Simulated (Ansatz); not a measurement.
Consider BAs in the zinc blende structure (space group F-43m, No. 216; a = 4.783 Å). Axes: x, y, z lie along the cube axes.

Calculations: DFT with r2SCAN, PAW potentials and a 500 eV plane-wave cutoff in Ansatz (an electronic-structure program), spin-orbit coupling left out, earlier PAW set.

Strains are applied to the cell and any free atomic positions relax; under biaxial strain the out-of-plane vector relaxes too; under stress the whole cell relaxes.

One change was made to it. Results:

| quantity | base | after |
|---|---|---|
| energy relative to the base (free energy F) | 0 meV/atom | +2.8 meV/atom |
| band gap | 1.38 eV | 1.36 eV |
| smallest direct gap | 3.44 eV | 3.46 eV |

Question: Which change produced these results?
A) biaxial strain +2.27 %, plane normal [110], relaxed out of plane
B) uniaxial stress, 2 GPa tension along z
C) isotropic strain −0.71 %
D) biaxial strain −2.40 %, plane normal [001], relaxed out of plane

Answer: C, isotropic strain −0.71 %. For comparison, the band gap in the other runs: uniaxial stress, 2 GPa tension along z gives 1.31 eV; biaxial strain −2.40 %, plane normal [001], relaxed out of plane gives 1.05 eV; biaxial strain +2.27 %, plane normal [110], relaxed out of plane gives 1.22 eV.

A biaxial case was relaxed in a doubled cell and then solved in the primitive one. Beyond what the load breaks, stability against distortions was not tested.
